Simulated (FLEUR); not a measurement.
## Short convergence ladders for Al2Cu (I4mm, 3 atoms in the cell)

```yaml
crystal:
  lattice:
    - [-2.02018, 2.02018, 2.83684]
    - [2.02018, -2.02018, 2.83684]
    - [2.02018, 2.02018, -2.83684]
  atoms:
    - { symbol: Al, position: [0.75000, 0.25000, 0.50000] }
    - { symbol: Al, position: [0.25000, 0.75000, 0.50000] }
    - { symbol: Cu, position: [0.50881, 0.50881, 0.00000] }
```

Base method: LDA (Perdew-Zunger), all-electron FLAPW (FLEUR), scalar-relativistic valence.

Base settings: Kmax = 3.9 1/bohr; GmaxXC = 15.6 1/bohr; xcFunctional = pz; jspins = 1; l_soc = F; mode = hist; fermiSmearingEnergy = 0.00367493 Htr; mesh (inpgen div1-3) = 5 5 5; inpgen gamma flag = false; Gmax = 15.6 1/bohr.

Core times come from one kind of shared machine, to one figure; runs under 30 s give none.

**Shifted k-point meshes**

Only quantities that move along the ladder and can be compared are tabulated.

```tsv
kpt_div	free energy less the last step's (meV/atom)	largest difference of a force vector from the last step's (eV/Å)	core time / last (rough)
2 2 2	16.15	0.010	–
6 6 6	-0.82	0.001	0.1
10 10 10	-0.55	0.001	0.2
12 12 12	-0.12	0.002	0.4
18 18 18	0.00	0.000	1
```

Coarsest kpt_div that holds the forces within 0.005 eV/Å of the last step, with all finer ones: 6 6 6, at about 0.1 of the last step's time; the step before is off by 0.010 eV/Å.

Coarsest kpt_div that holds the free energy within 2 meV/atom of the last step, with all finer ones: 6 6 6, at about 0.1 of the last step's time; the step before is off by 16 meV/atom.

**The k-point mesh at a smearing width of 0.3 eV**

In this ladder: fermiSmearingEnergy = 0.0110248 Htr. Moved along: kpt_gamma.

Only quantities that move along the ladder and can be compared are tabulated.

```csv
kpt_div,free energy less the last step's (meV/atom),largest difference of a force vector from the last step's (eV/Å),core time / last (rough)
4 4 4,21.40,0.010,–
6 6 6,1.06,0.001,0.4
9 9 9,0.07,0.000,0.7
10 10 10,0.00,0.000,1
```

Coarsest kpt_div that holds the free energy within 2 meV/atom of the last step, with all finer ones: 6 6 6, at about 0.4 of the last step's time; the step before is off by 21 meV/atom.

Coarsest kpt_div that holds the forces within 0.005 eV/Å of the last step, with all finer ones: 6 6 6, at about 0.4 of the last step's time; the step before is off by 0.010 eV/Å.

On the base run: the starting cell comes from a database of computed structures (which also holds hypothetical and non-ambient phases and stackings), without a prior relaxation at this level. Its lattice was rescaled by up to half a per cent. One atom was moved a little off its site on purpose. Spin polarisation is off. Values depend on the basis (sphere radii, cutoffs, local orbitals), which need not be converged.
